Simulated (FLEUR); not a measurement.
Worked example: self-consistent single point of PdIn (Pm-3m, 2 atoms in the cell) in FLEUR.

Method: PBE, all-electron FLAPW (FLEUR), scalar-relativistic valence.

The change in words: lattice scaled by 0.98. Reference geometry:
```yaml
crystal:
  lattice:
    - [3.28152, 0.00000, 0.00000]
    - [0.00000, 3.28152, 0.00000]
    - [0.00000, 0.00000, 3.28152]
  atoms:
    - { symbol: In, position: [0.50000, 0.50000, 0.50000] }
    - { symbol: Pd, position: [0.00000, 0.00000, 0.00000] }
```

Reference input (self-consistent single point, DFT, PBE, all-electron FLAPW (FLEUR), scalar-relativistic valence): Kmax = 4 1/bohr; GmaxXC = 16 1/bohr; xcFunctional = pbe; jspins = 1; l_soc = F; mode = hist; fermiSmearingEnergy = 0.00499791 Htr; mesh (inpgen div1-3) = 13 13 13; inpgen gamma flag = false; Gmax = 16 1/bohr; numbands = 0; maxIterBroyd = 15. This run's input differs from it in these lines:

```diff
@@ -3,5 +3,5 @@
 &input film=f /
-6.2011835211 0.0000000000 0.0000000000
-0.0000000000 6.2011835211 0.0000000000
-0.0000000000 0.0000000000 6.2011835211
+6.0771589058 0.0000000000 0.0000000000
+0.0000000000 6.0771589058 0.0000000000
+0.0000000000 0.0000000000 6.0771589058
 1.0
@@ -43,5 +43,5 @@
          <bravaisMatrix>
-            <row-1>    6.2011835210999999     0.0000000000000000     0.0000000000000000</row-1>
-            <row-2>    0.0000000000000000     6.2011835210999999     0.0000000000000000</row-2>
-            <row-3>    0.0000000000000000     0.0000000000000000     6.2011835210999999</row-3>
+            <row-1>    6.0771589058000002     0.0000000000000000     0.0000000000000000</row-1>
+            <row-2>    0.0000000000000000     6.0771589058000002     0.0000000000000000</row-2>
+            <row-3>    0.0000000000000000     0.0000000000000000     6.0771589058000002</row-3>
          </bravaisMatrix>
```

Log, with long lists cut:

```
 Iteration:     1   Distance:       7.05413696 me/bohr^3
 Iteration:     2   Distance:       6.30047047 me/bohr^3
 Iteration:     3   Distance:       3.07149961 me/bohr^3
 Iteration:     4   Distance:       1.65853147 me/bohr^3
 Iteration:     5   Distance:       0.62337665 me/bohr^3
   [... 5 lines left out ...]
 Iteration:    11   Distance:       0.00093353 me/bohr^3
 Iteration:    12   Distance:       0.00156315 me/bohr^3
 Iteration:    13   Distance:       0.00013326 me/bohr^3
 Iteration:    14   Distance:       0.00000791 me/bohr^3
 Run finished successfully
 Stop message:
   Structural relaxation: Done

[file out, last iteration]
             iter=     15
[...]
          total density-effective poten   -1.7995487443E+04
          total charge density-energy d   -3.0438060124E+02
 Updated energy parameters for spin:           1
[...]
 fermi energy and band-weighting factors:

[...]
FERMIE:
          first approx. to ef    (T=0)  :   0.437438 htr   (energy of the highest occ. eigenvalue)
          number of occ. states  (T=0)  :       1212
          first approx. to seigv (T=0)  :  -5.760653 htr
          sum of weights of occ. states :  14.517979
          sum of semicore charge        :   0.000000 e
FERHIS:  Fermi-Energy by histogram:
          bandgap                     :   0.001538 htr
   [... lines left out ...]
          charge neutrality (T=0)     :   0.035958    (zero if the highest occ. eigenvalue is "entirely" occupied)
     EF_NEWTON:  Adjust Fermi-Energy by Newton-Method.
 Direct bandgap for spin            1 :    1.7575960662069512E-002  Htr
 ---->    free energy=                    -10930.3875599051 htr
   [... lines left out ...]
      extrapolation for T->0
 ---->    total electron energy=          -10930.3868250099 htr
 ***** TOTAL FORCES ON ATOMS *****
 TOTAL FORCE FOR ATOM TYPE=  1  X=  3.039   Y=  3.039   Z=  3.039
                       FX_TOT= 0.000000 FY_TOT= 0.000000 FZ_TOT= 0.000000
 TOTAL FORCE FOR ATOM TYPE=  2  X=  0.000   Y=  0.000   Z=  0.000
                       FX_TOT= 0.000000 FY_TOT= 0.000000 FZ_TOT= 0.000000
 Structural relaxation: Done
```

The run converged in 14 iterations. FLEUR gives forces in its relaxation mode, with a further iteration, so its stop message speaks of a relaxation. Against the reference run the free energy goes up by 45.9 meV/atom.

The starting cell has typed, rounded lattice constants, without a prior relaxation at this level. Its lattice was rescaled by a random factor within 2.5 % of one. For this run, on top of that: lattice scaled by 0.98. Spin polarisation is off. Values depend on the basis (sphere radii, cutoffs, local orbitals), which need not be converged. The log's line on a gap gives a spacing of levels on this mesh, which the program prints for metals too.

Cost on one core of a shared machine: roughly 90 s.
